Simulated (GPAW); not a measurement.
Input and output of a self-consistent single point for KF (Fm-3m, 2 atoms in the cell) (GPAW).

Level of theory: LDA (Perdew-Wang 92), GPAW PAW datasets LDA (gpaw-data 1.0.1) (plane waves; GPAW 25.7.0).

```
CELL_PARAMETERS angstrom
      0.00000     2.65442     2.65442
      2.65442     0.00000     2.65442
      2.65442     2.65442     0.00000
ATOMIC_POSITIONS crystal
  K  0.00000 0.00000 0.00000
  F  0.50000 0.50000 0.50000
```

Reference input (self-consistent single point, DFT PBE, plane waves, GPAW PAW datasets PBE (gpaw-data 1.0.1)): mode = pw; ecut = 950 eV; xc = PBE; kpts = 9 9 9; mesh shift (steps) = 0 0 0; occupations.name = fermi-dirac; occupations.width = 0.02 eV; nbands = -4; convergence.density = 1e-05 e/electron; convergence.energy = 1e-05 eV/electron; convergence.bands = -2; symmetry.symmorphic = false. This run's input differs from it in these lines:

```diff
@@ -13,3 +13,3 @@
 calc = GPAW(mode=PW(950),
-            xc='PBE',
+            xc='LDA',
             kpts=(9, 9, 9),
```

Its files differ too (potentials: GPAW PAW datasets LDA (gpaw-data 1.0.1)).

The program printed (abridged):

```
     iter     time        total  log10-change:
                         energy   eigst   dens
iter:   1 --:--:--    -9.986289   +2.20
iter:   2 --:--:--    -9.823341   +1.23  -1.27
iter:   3 --:--:--    -9.352895   +0.75  -1.31
iter:   4 --:--:--    -9.350335   -0.14  -1.46
iter:   5 --:--:--    -9.378487   -0.43  -1.48
   [... 3 lines left out ...]
iter:   9 --:--:--    -9.293639   -1.74  -2.56
iter:  10 --:--:--    -9.293591   -1.87  -2.80
iter:  11 --:--:--    -9.293345   -2.29  -3.07
iter:  12 --:--:--    -9.293344   -2.53  -3.77
iter:  13 --:--:--    -9.293344c  -2.64  -4.23
iter:  14 --:--:--    -9.293345c  -2.65  -4.25
   [... lines left out ...]
iter:  22 --:--:--    -9.293342c  -5.20  -4.80
iter:  23 --:--:--    -9.293342c  -5.58  -4.79
iter:  24 --:--:--    -9.293342c  -5.76  -4.81
iter:  25 --:--:--    -9.293342c  -5.71  -5.25c
iter:  26 --:--:--    -9.293342c  -6.61  -5.30c
iter:  27 --:--:--    -9.293342c  -6.66  -5.28c
iter:  28 --:--:--    -9.293342c  -6.86  -4.78
iter:  29 --:--:--    -9.293342c  -6.87  -5.36c
iter:  30 --:--:--    -9.293342c  -7.49c -4.76
iter:  31 --:--:--    -9.293342c  -7.25  -5.07c
iter:  32 --:--:--    -9.293342c  -7.08  -5.57c
iter:  33 --:--:--    -9.293342c  -7.22  -4.91
iter:  34 --:--:--    -9.293342c  -8.99c -5.73c
Converged after 34 iterations.

Dipole moment: (-0.000000, 0.000000, 0.000000) |e|*Ang

Energy contributions relative to reference atoms: (reference = -19039.628778)

Kinetic:         +3.410533
Potential:       -2.352851
External:        +0.000000
XC:              -9.666347
Entropy (-ST):   -0.000000
Local:           -0.684677
SIC:             +0.000000
--------------------------
Free energy:     -9.293342
Extrapolated:    -9.293342

Showing only first 2 kpts
 Kpt  Band  Eigenvalues  Occupancy
  0     6     -0.69817    2.00000
  0     7     -0.69817    2.00000
  0     8      5.20478    0.00000
  0     9      9.85805    0.00000

  1     6     -0.71450    2.00000
  1     7     -0.71450    2.00000
  1     8      5.66183    0.00000
  1     9      9.37078    0.00000

Fermi level: 1.01620

Gap: 5.903 eV
Transition (v -> c):
  (s=0, k=0, n=7, [0.00, 0.00, 0.00]) -> (s=0, k=0, n=8, [0.00, 0.00, 0.00])
No difference between direct/indirect transitions
Energy (eV): -9.293342

Forces in eV/Ang:
  0 K    -0.00000   -0.00000    0.00000
  1 F     0.00000    0.00000   -0.00000

Stress tensor:
     0.023200    -0.000000     0.000000
    -0.000000     0.023200    -0.000000
     0.000000    -0.000000     0.023200
Stress (GPa, Voigt): [ 3.7171  3.7171  3.7171 -0.      0.     -0.    ]
```

The run converged in 34 iterations. GPAW prints stress with tension positive. Against the reference run the gap on the mesh goes from 6.285 to 5.903 eV.

At such cutoffs GPAW's stress carries a finite-basis (Pulay) error, which enters relaxed cells too; its log prints stress with tension positive.

The starting cell comes from a database of computed structures (which also holds hypothetical and non-ambient phases and stackings), without a prior relaxation at this level.
